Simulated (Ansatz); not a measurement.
SiNF (model structure, Pmn2₁, No. 31, 6 atoms in the cell) was calculated with r²SCAN (Ansatz, an electronic-structure program, plane waves, PAW).

Run with plane-wave cutoff 560 eV, 12×8×8 k mesh (along the axes of the cell as run), Fermi–Dirac smearing 0.01 eV, scalar-relativistic PAW data made under PBE.

The cell is the one relaxed with PBE-D3(BJ). Conventional cell: a = 2.9085 Å, b = 5.0131 Å, c = 4.8463 Å, α = 90.00°, β = 90.00°, γ = 90.00°.

```xyz
6
Lattice="2.9085 0.0000 0.0000 0.0000 5.0131 0.0000 0.0000 0.0000 4.8463" Properties=species:S:1:pos:R:3 pbc="T T T"
Si     0.0000     1.9547    -0.0471
N      1.4542     2.4097     3.9834
F      0.0000     0.3625     0.1023
Si     1.4542     3.0584     2.3761
N      0.0000     2.6034     1.5602
F      1.4542     4.6506     2.5254
```

Question: List the 20 lowest band energies at Γ above −25 eV (eV, relative to the valence band maximum), grouping those that round alike.

Answer: At Γ: -24.72, -24.46, -17.46, -15.15, -8.95, -6.15, -6.04, -4.51, -4.32, -4.26, -3.33, -2.96, -2.43, -2.22, -2.15, -0.14, 5.80, 5.87, 7.67, 9.70.

Note: the relaxation could raise the start's symmetry but not lower it, so the cell can be a saddle point; cell and atoms aren't relaxed at this level (largest force component 0.46 eV/Å, pressure -3.2 GPa).

A model structure was made by putting elements into a prototype or built by hand; it is no filed structure, need not be a known phase, and can be a saddle point held by its symmetry.
